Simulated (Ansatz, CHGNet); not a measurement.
**Lattice parameter a of AlB2-type TiB2: levels of theory against measurement**

Reference value: 3.029 Å (measured, 293 K, no zero-point or thermal correction; as tabulated in R. G. Munro, J. Res. NIST 105, 709 (2000), Material Properties of Titanium …).

```
level (code)                   value (Å)  difference (%)
-----------------------------  ---------  --------------
CHGNet-r²SCAN                      3.022           -0.23
LDA (Ansatz)                       2.994           -1.16
PBE (Ansatz)                       3.032           +0.10
PBEsol-D3(BJ) (Ansatz)             2.993           -1.19
r²SCAN-D4 (Ansatz)                 3.017           -0.40
B3LYP (VWN-RPA form) (Ansatz)      3.020           -0.30
Hartree–Fock (Ansatz)              3.026           -0.10
```

The reference is not for a static lattice or low temperature, so close values are not ranked against it.

The reference isn't brought to a static lattice, while the calculations are for one, so the differences are not the levels' errors alone. The crystal itself was run without spin with LDA, PBE, PBEsol-D3(BJ), r²SCAN-D4, B3LYP (VWN-RPA form), Hartree–Fock; a magnetic state was not tried in these runs. B3LYP (VWN-RPA form), Hartree–Fock: the run has no spin polarisation, so it can have missed a magnetic state. Cutoffs and k meshes differ between the levels. Ansatz's density-functional and Hartree–Fock values are scalar-relativistic unless marked +SOC, with PAW data made under PBE.

Machine-learned potentials (CHGNet-r²SCAN) are trained on DFT data: a solid inside that data is no test of them.

Differences are worked out from the printed values.

Ansatz is a program for electronic structure.
